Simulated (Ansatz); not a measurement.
**Fermi-surface data of TiC (I4/mmm)**

Given:

```
CELL_PARAMETERS angstrom
      0.00000     2.14740     2.14250
      2.14740     0.00000     2.14250
      2.14740     2.14740     0.00000
ATOMIC_POSITIONS crystal
  Ti 0.00000 0.00000 0.00000
  C  0.50000 0.50000 0.50000
```

Computed with PBEsol, rigid bands (plane waves, PAW, scalar-relativistic; Ansatz, a first-principles code). Condition of this run: uniaxial stress zz = 1 GPa (compression positive) (the target of the relaxation). Cell: cell and atoms relaxed with PBEsol, then loaded as said.

The density of states at the Fermi level comes out as 0.289 states/(eV·cell), both spins, the bare Sommerfeld coefficient is 0.34 mJ/(mol of atoms·K²) and the drude plasma energy comes out as 3.6 eV. The root-mean-square Fermi velocity comes out as 5.8e5 m/s and the resistivity times τ is 38 ×10⁻²² Ω·m·s.

A metal at this level (no band gap); rigid bands, thermally averaged at 300 K, both spins. Spin-orbit coupling is left out. τ is one relaxation time for all states.
